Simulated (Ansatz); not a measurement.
**A computed series for WSi2: response to strain**

Take WSi$_{2}$ (space group I4/mmm, No. 139; a = 3.2289 Å, c = 7.8697 Å; relaxed with 0.1 eV smearing) as the base. Axes: x, y, z lie along a, b, c of the conventional cell.

Strains are applied to the cell and any free atomic positions relax; under biaxial strain the out-of-plane vector relaxes too.

Method: Ansatz (a quantum-chemistry and plane-wave program) PBE, scalar-relativistic without spin-orbit coupling.

Notes on the quantities. in-plane stress: mean in-plane stress (compression positive).

```tsv
case	shortest interatomic distance	in-plane stress
base	2.605 Å	–
biaxial strain −3.00 %, plane normal [001], relaxed out of plane	2.581 Å	+16.7 GPa
biaxial strain −2.00 %, plane normal [001], relaxed out of plane	2.597 Å	+10.8 GPa
biaxial strain −1.00 %, plane normal [001], relaxed out of plane	(withheld)	+5.2 GPa
biaxial strain +0.50 %, plane normal [001], relaxed out of plane	2.598 Å	-2.4 GPa
biaxial strain +1.00 %, plane normal [001], relaxed out of plane	2.592 Å	(withheld)
biaxial strain +1.50 %, plane normal [001], relaxed out of plane	2.586 Å	-7.0 GPa
biaxial strain +2.00 %, plane normal [001], relaxed out of plane	2.580 Å	-9.2 GPa
biaxial strain +2.50 %, plane normal [001], relaxed out of plane	2.575 Å	-11.2 GPa
biaxial strain +3.00 %, plane normal [001], relaxed out of plane	2.570 Å	-13.2 GPa
```

Task: What belongs in the blanks?

Result: 
- biaxial strain −1.00 %, plane normal [001], relaxed out of plane, shortest interatomic distance: 2.612 Å
- biaxial strain +1.00 %, plane normal [001], relaxed out of plane, in-plane stress: -4.8 GPa

Whether these cells are dynamically stable was not tested. The final runs are not spin-polarised.
